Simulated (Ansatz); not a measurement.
The parent structure is ZnSe in the zinc blende structure (space group F-43m, No. 216; a = 5.7330 Å).

Computed with plane-wave PAW DFT at the PBE level (Ansatz, an electronic-structure program, 420 eV), scalar-relativistic without spin-orbit coupling, earlier PAW set.

Carriers are added at fixed cell with a uniform background; the Fermi–Dirac width is that of 300 K.

One change was made to it. Results:

The gap between the host's bands falls by 0.04 eV, from 1.15 eV to 1.11 eV; the Fermi level relative to the doped band's edge (positive inside the band; to 0.05 eV) amounts to +1.55 eV; the gap character stays direct at Γ.

### Question
Which of these changes matches the shifts?
(A) electrons 2.0×10^21 cm⁻³
(B) holes 1.0×10^21 cm⁻³
(C) holes 2.0×10^21 cm⁻³
(D) electrons 1.0×10^22 cm⁻³
(E) holes 5.0×10^21 cm⁻³

### Answer
A, electrons 2.0×10^21 cm⁻³. For comparison, the Fermi level from band edge in the other runs: holes 1.0×10^21 cm⁻³ gives +0.15 eV; holes 5.0×10^21 cm⁻³ gives +0.45 eV; holes 2.0×10^21 cm⁻³ gives +0.25 eV; electrons 1.0×10^22 cm⁻³ gives +2.20 eV.

Carriers are added with a uniform compensating background; total energy and stress of such cells depend on the potential's zero and are not compared; many-body gap narrowing is missing at this level. No phonon test of stability was made.
